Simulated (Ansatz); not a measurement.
Base system: GaN in the zinc blende structure (space group F-43m, No. 216; a = 4.455 Å).

It is then changed as follows: an isotropic linear strain of −1.50 %, atoms relaxed at fixed cell.

Calculations: LDA, PAW, 420 eV (Ansatz, a program for electronic structure; without spin-orbit coupling).

Base, band edges from the VBM (valence, conduction): X -2.86, 3.27; W -3.86, 6.19; L -1.03, 4.77; Γ 0.00, 1.96; K -2.30, 4.94; U -2.30, 4.94 eV.

### Question
Give the band edges at the high-symmetry points of the new zone, measured from its valence-band maximum.

### Answer
```
point  valence edge (eV)  conduction edge (eV)
-----  -----------------  --------------------
Γ                   0.00                  2.25
X                  -3.03                  3.28
U                  -2.43                  5.02
K                  -2.43                  5.02
L                  -1.09                  5.09
W                  -4.10                  6.28
```

The gap is 2.25 eV, direct at Γ.

No phonon test of stability was made. This is not the structure that GaN has at room temperature and ambient pressure.
